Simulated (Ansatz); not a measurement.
ZnS (P3m1, No. 156, 28 atoms in the cell; start mp-556392; a measured phase of this formula has another space group)

Computed with r²SCAN (Ansatz, a quantum-chemistry and plane-wave program, plane waves, PAW).

Settings: plane-wave cutoff 560 eV, 12×12×1 k mesh (along the axes of the cell as run), Fermi–Dirac smearing 0.01 eV, scalar-relativistic PAW data made under PBE.

Cell (relaxed at this level):

```yaml
crystal:
  lattice:
    - [3.80925, 0.00000, 0.00000]
    - [-1.90462, 3.29890, 0.00000]
    - [0.00000, 0.00000, 43.60392]
  atoms:
    - { symbol: Zn, position: [0.00000, 0.00000, 0.14291] }
    - { symbol: Zn, position: [0.66667, 0.33333, 0.07155] }
    - { symbol: Zn, position: [0.00000, 0.00000, 0.57134] }
    - { symbol: Zn, position: [0.33333, 0.66667, 0.21429] }
    - { symbol: Zn, position: [0.33333, 0.66667, 0.78576] }
    - { symbol: Zn, position: [0.66667, 0.33333, 0.64282] }
    - { symbol: Zn, position: [0.66667, 0.33333, 0.42862] }
    - { symbol: Zn, position: [0.00000, 0.00000, 0.85724] }
    - { symbol: Zn, position: [0.66667, 0.33333, 0.92859] }
    - { symbol: Zn, position: [0.00000, 0.00000, 0.71430] }
    - { symbol: Zn, position: [0.66667, 0.33333, 0.28565] }
    - { symbol: Zn, position: [0.00000, 0.00000, 0.35714] }
    - { symbol: Zn, position: [0.33333, 0.66667, 0.00007] }
    - { symbol: Zn, position: [0.33333, 0.66667, 0.49998] }
    - { symbol: S, position: [0.33333, 0.66667, 0.55350] }
    - { symbol: S, position: [0.66667, 0.33333, 0.48213] }
    - { symbol: S, position: [0.00000, 0.00000, 0.19643] }
    - { symbol: S, position: [0.66667, 0.33333, 0.33917] }
    - { symbol: S, position: [0.00000, 0.00000, 0.91074] }
    - { symbol: S, position: [0.33333, 0.66667, 0.83936] }
    - { symbol: S, position: [0.00000, 0.00000, 0.76780] }
    - { symbol: S, position: [0.33333, 0.66667, 0.26781] }
    - { symbol: S, position: [0.66667, 0.33333, 0.69643] }
    - { symbol: S, position: [0.00000, 0.00000, 0.41074] }
    - { symbol: S, position: [0.33333, 0.66667, 0.05368] }
    - { symbol: S, position: [0.00000, 0.00000, 0.62486] }
    - { symbol: S, position: [0.66667, 0.33333, 0.98211] }
    - { symbol: S, position: [0.66667, 0.33333, 0.12506] }
```

```
Property                       Result
--------  ---------------------------
band gap  2.72 eV (on the SCF k mesh)
```

Note: the relaxation could not lower the start's symmetry, so the cell can be a saddle point above a distorted one.

Static lattice: no zero-point or thermal effects.

It cost about 13 core-minutes (a rough figure) of CPU time.

A start named mp-… is a Materials Project structure, which need not be a measured phase.
